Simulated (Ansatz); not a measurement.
Response to strain in Rh

Consider Rh in the fcc (Cu type) structure (space group Fm-3m, No. 225; a = 3.800 Å). Axes: x, y, z lie along the cube axes.

Strains are applied to the cell and any free atomic positions relax; under biaxial strain the out-of-plane vector relaxes too.

Level of theory: Ansatz (a first-principles code) r2SCAN, no SOC.

Candidates:
(a) uniaxial strain ε_yy = −3.88 %
(b) biaxial strain +0.38 %, plane normal [110], relaxed out of plane
(c) isotropic strain −3.78 %

Notes on the quantities. energy relative to the base: free energy F.

Problem. Order them by energy relative to the base, lowest first.

Solution. (b) biaxial strain +0.38 %, plane normal [110], relaxed out of plane (+0.7 meV/atom), (a) uniaxial strain ε_yy = −3.88 % (+31 meV/atom), (c) isotropic strain −3.78 % (+182 meV/atom)

A biaxial case was relaxed in a doubled cell and then solved in the primitive one. Without a gap, meshes like the base's 21×21×21 leave anisotropic stresses uncertain by several tenths of a GPa, and small strain energies with them. Whether these cells are dynamically stable was not tested. All final runs are without spin polarisation.
